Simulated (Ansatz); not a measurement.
**A series of runs on Ag₂O₃ (Fdd2, 10 atoms in the cell)**

```xyz
10
Lattice="0.0000 6.4345 1.8319 5.2450 0.0000 1.8319 5.2450 6.4345 0.0000" Properties=species:S:1:pos:R:3 pbc="T T T"
O      7.8675     9.6517     2.4174
O      5.2450     6.4345     1.5014
Ag     4.0124     9.0508     1.8319
Ag     6.4776     3.8182     1.8319
Ag     6.6349     7.0355     2.7479
Ag     3.8551     5.8335     2.7479
O      5.0698    10.7199     1.4095
O      5.4202     2.1491     1.4095
O      7.6923     5.3664     2.3254
O      2.7977     7.5026     2.3254
```

Base run A: PBEsol, default PAW files made with PBE (Ansatz, a quantum-chemistry and plane-wave program), self-consistent single point.

Its settings: basis.ecutwfc = 420 eV; kpoints.mp_grid.grid = 7 7 7; hamiltonian.xc = pbesol; hamiltonian.pseudopotentials = {kind: paw} (the program's default PAW files); scf.occupations.method = gaussian; scf.occupations.width = 0.05 eV.

The starting cell comes from a database of published, mostly measured structures (it also holds non-ambient and calculated ones), without a prior relaxation at this level. Ansatz's pressure includes its estimate of the finite-basis (Pulay) stress.

ΔF is the free energy per atom less that of run A. 

```json
[
 {"run": "A", "scf.occupations.width": "0.05 eV", "ΔF (meV/atom)": "0.00", "pressure (GPa)": "-0.94", "largest force (eV/Å)": "0.149", "TS (meV/atom)": "0.0"},
 {"run": "B", "scf.occupations.width": "0.025 eV", "ΔF (meV/atom)": "0.00", "pressure (GPa)": "-0.94", "largest force (eV/Å)": "0.149", "TS (meV/atom)": "0.0"},
 {"run": "C", "scf.occupations.width": "0.2 eV", "ΔF (meV/atom)": "-0.06", "pressure (GPa)": "-0.93", "largest force (eV/Å)": "0.149", "TS (meV/atom)": "0.4"},
 {"run": "D", "scf.occupations.width": "0.5 eV", "ΔF (meV/atom)": "-6.5", "pressure (GPa)": "-0.26", "largest force (eV/Å)": "0.155", "TS (meV/atom)": "25.1"},
 {"run": "E", "scf.occupations.width": "0.8 eV", "ΔF (meV/atom)": "-33.6", "pressure (GPa)": "1.19", "largest force (eV/Å)": "0.224", "TS (meV/atom)": "106.7"}
]
```

Run D against A: The free energy drops by 6.5 meV/atom, the pressure goes from -0.94 to -0.26 GPa and the largest force goes from 0.149 to 0.155 eV/Å.

Run E against A: The free energy drops by 33.6 meV/atom, the pressure goes from -0.94 to 1.19 GPa and the largest force goes from 0.149 to 0.224 eV/Å.

Keys are those of Ansatz 0.2.
